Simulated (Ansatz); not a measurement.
2 layers of In2O3-ML, started at parallel, shifted by (1/3,2/3) (facing atoms over hollows or bridges; In2O3-ML a predicted or substrate-bound sheet, here free)

Values marked by level come from PBE+D3(BJ) (plane waves to 420 eV, PAW; Ansatz, a program for electronic structure); PBE+D3(BJ) with spin-orbit coupling (plane waves to 420 eV, PAW; Ansatz). Geometries and values that name no level are of the first. Values not marked SOC have no spin–orbit coupling; PBE gaps are too small against experiment. Its k-point mesh 9×9×1, Fermi–Dirac width 0.01 eV. A dipole correction is on.

| Property | Result |
|---|---|
| gap between facing atomic planes | 2.48 Å |
| step of the vacuum level across the stack (top less bottom) | +2.88 eV |
| interaction energy of the frozen layers | -30.5 meV/Å² |
| interaction energy without the D3 term at this geometry | -5.2 meV/Å² |
| PBE gap over the mesh and listed points off it | closed |
| PBE+SOC gap at the same geometry | closed or nearly so |

```yaml
crystal:
  lattice:
    - [3.40482, 0.00000, 0.00000]
    - [-1.70241, 2.94866, 0.00000]
    - [0.00000, 0.00000, 31.64800]
  atoms:
    - { symbol: O, position: [0.33333, 0.66667, 0.30576] }
    - { symbol: In, position: [0.66667, 0.33333, 0.32912] }
    - { symbol: O, position: [0.66667, 0.33333, 0.39329] }
    - { symbol: In, position: [0.00000, 0.00000, 0.43444] }
    - { symbol: O, position: [0.33333, 0.66667, 0.46053] }
    - { symbol: O, position: [0.66667, 0.33333, 0.53904] }
    - { symbol: In, position: [0.00000, 0.00000, 0.56062] }
    - { symbol: O, position: [0.00000, 0.00000, 0.62487] }
    - { symbol: In, position: [0.33333, 0.66667, 0.66603] }
    - { symbol: O, position: [0.66667, 0.33333, 0.69133] }
```
